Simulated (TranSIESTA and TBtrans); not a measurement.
System: Cu chain with one Sn atom in place of Cu. Leads: straight Cu chain, spacing 2.3 Å. Geometry: 3 atoms about the centre moved by SIESTA (PBE, DZP) to a largest force of 0.00 eV/Å, all others as built, motion along the axis alone. Transport runs along z; the first 6 and the last 6 of the 21 atoms are the lead cells, repeated to infinity.

```xyz
21
Lattice="9.000 0.000 0.000 0.000 9.000 0.000 0.000 0.000 48.750" Properties=species:S:1:pos:R:3 pbc="F F T"
Cu     4.500     4.500     0.000
Cu     4.500     4.500     2.300
Cu     4.500     4.500     4.600
Cu     4.500     4.500     6.900
Cu     4.500     4.500     9.200
Cu     4.500     4.500    11.500
Cu     4.500     4.500    13.800
Cu     4.500     4.500    16.100
Cu     4.500     4.500    18.400
Cu     4.500     4.500    20.676
Sn     4.500     4.500    23.225
Cu     4.500     4.500    25.774
Cu     4.500     4.500    28.050
Cu     4.500     4.500    30.350
Cu     4.500     4.500    32.650
Cu     4.500     4.500    34.950
Cu     4.500     4.500    37.250
Cu     4.500     4.500    39.550
Cu     4.500     4.500    41.850
Cu     4.500     4.500    44.150
Cu     4.500     4.500    46.450
```

Run with TranSIESTA and TBtrans (open boundaries, self-consistent; PseudoDojo norm-conserving potentials, scalar-relativistic): PAO.BasisSize DZP, PAO.EnergyShift 0.15 eV, XC.Authors PBE, Mesh.Cutoff 200 Ry, ElectronicTemperature 300 K, TS.Voltage 0.0 eV, TBT.Elecs.Eta 0.001 eV, no spin polarisation.

Energies count from the leads' Fermi level. Transmissions are for one spin of a degenerate pair. The energy step is 0.01 eV; narrower resonances are cut or missed.

```csv
E (eV),T
-0.20,0.892
-0.15,0.900
-0.10,0.904
-0.05,0.860
0.00,0.764
0.05,0.751
0.10,0.740
0.15,0.728
0.20,0.717
```

### Question
Give the zero-bias conductance in μS and the resistance at 300 K.

### Answer
At the Fermi level T = 0.764. Averaged with −∂f/∂E over the full grid (kT = 25.9 meV) it is 0.787. With G0 = 2e²/h = 77.48 μS, G = 61.0 μS and R = 1/G = 16.4 kΩ.

### Question
Estimate the thermopower by Mott's formula S = −(π²/3)(kB²T/e) d ln T/dE from the rows at -0.05 and 0.05 eV.

### Answer
d ln T/dE = -1.36 eV⁻¹ and (π²/3) kB²T/e = 7.33 μV/K · eV, so S = 9.9 μV/K; the full integral gives 8.0 μV/K. A positive sign means that T falls with energy over the thermal window.

### Question
The eigenchannels at the Fermi level transmit 0.764. What Fano factor of the shot noise follows at low temperature and bias?

### Answer
F = Σ τ(1 − τ)/Σ τ = 0.180/0.764 = 0.24.

The leads' channel count changes near -0.01 eV, within the thermal window, so values at the Fermi level hang on where that band edge falls. The straight chain is held at its spacing; free chains may zigzag or dimerise. No spin-polarised start was tried, so a magnetic state, if there is one, is missed.
